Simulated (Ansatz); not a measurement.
O vacancy (V_O) in monoclinic HfO2 (start: the O(2,4-fold) site; 96-site cell, 2×2×2 shifted sampling). All values below come from PBE, PAW (plane waves to 420 eV; Ansatz, a program for electronic structure). Total energies of the localised charge states, counted from that of charge +2, and their image corrections (point charge with alignment); the host's valence-band maximum lies at 13.691 eV on the cells' energy zero and its gap is 4.04 eV.

```json
[
 {"charge": "+2", "moment (μB)": "not spin-polarised", "E − E(first) (eV)": "0.000", "correction (eV)": "0.189"},
 {"charge": "+1", "moment (μB)": "1.0", "E − E(first) (eV)": "16.176", "correction (eV)": "0.010"},
 {"charge": "0", "moment (μB)": "not spin-polarised", "E − E(first) (eV)": "32.442", "correction (eV)": "0.000"}
]
```

Question: Derive the transition levels above the valence-band maximum and say which of them are thermodynamic.

Answer: A level is the Fermi energy at which two charges have equal formation energy: ε(q/q′) = [E(q′) + corr(q′) − E(q) − corr(q)] / (q − q′) − E_VBM.
ε(+2/+1) = [(16.176 + 0.010) − (0.000 + 0.189)] / 1 − 13.691 = 2.31 eV
ε(+1/0) = [(32.442 + 0.000) − (16.176 + 0.010)] / 1 − 13.691 = 2.56 eV
Thermodynamic levels at least 0.1 eV inside the gap: (+2/+1) at 2.31 eV; (+1/0) at 2.56 eV. They hold to tenths of an eV in this cell. Charges from +2 to −1 were run; one beyond them could lie lower near a band edge. Charge −1 has its level within 0.1 eV of a band edge or past it. Flagged in the runs: a doubtful potential alignment, a host whose relaxation on this sampling wasn't shown to rest.
